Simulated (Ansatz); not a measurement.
Pair distribution function (Li-Li) of Li2O (antifluorite type), cell Li64O32, begun in the crystal structure [in the run: it stayed crystalline; mean temperature 290 K (target 300 K); density 2.02 g/cm³; Γ point only, which a denser mesh shifts by 0.0 GPa in pressure and 0.00 eV/Å in forces], from MD at 290 K. Calculation: r2SCAN (plane waves, PAW; Ansatz, a quantum-chemistry and plane-wave program). Volume per atom 8.20 Å³, mean pressure -0.3 GPa. 

```
r (Å)  g(r)
-----  ----
1.22   0.00
1.26   0.00
1.30   0.00
1.34   0.00
1.38   0.00
1.42   0.00
1.46   0.00
1.50   0.00
1.54   0.00
1.58   0.00
1.62   0.00
1.66   0.00
1.70   0.00
1.74   0.00
1.78   0.00
1.82   0.00
1.86   0.00
1.90   0.00
1.94   0.00
1.98   0.00
2.02   0.01
2.06   0.07
2.10   0.26
2.14   0.76
2.18   1.77
2.22   3.15
2.26   4.45
2.30   5.06
2.34   4.57
2.38   3.46
2.42   2.13
2.46   1.11
2.50   0.47
2.54   0.18
2.58   0.05
2.62   0.01
2.66   0.00
2.70   0.00
2.74   0.00
2.78   0.00
2.82   0.00
2.86   0.01
2.90   0.03
2.94   0.10
2.98   0.22
3.02   0.44
3.06   0.85
3.10   1.44
3.14   2.18
3.18   3.01
3.22   3.60
3.26   3.84
3.30   3.56
3.34   2.95
3.38   2.24
3.42   1.44
3.46   0.84
3.50   0.43
3.54   0.22
3.58   0.11
3.62   0.05
3.66   0.04
3.70   0.07
3.74   0.17
3.78   0.32
3.82   0.55
3.86   0.89
3.90   1.23
3.94   1.48
3.98   1.69
4.02   1.61
4.06   1.40
4.10   1.08
4.14   0.76
4.18   0.48
4.22   0.28
4.26   0.13
4.30   0.07
4.34   0.04
4.38   0.08
4.42   0.16
4.46   0.32
4.50   0.56
4.54   0.84
4.58   1.04
```

State where the first shell ends and the number of neighbours in it.

g is nil from 2.7 to 2.8 Å, so any cut there serves; 6.0 Li round each Li in the shell, from n = 4πρ∫r²g(r)dr.
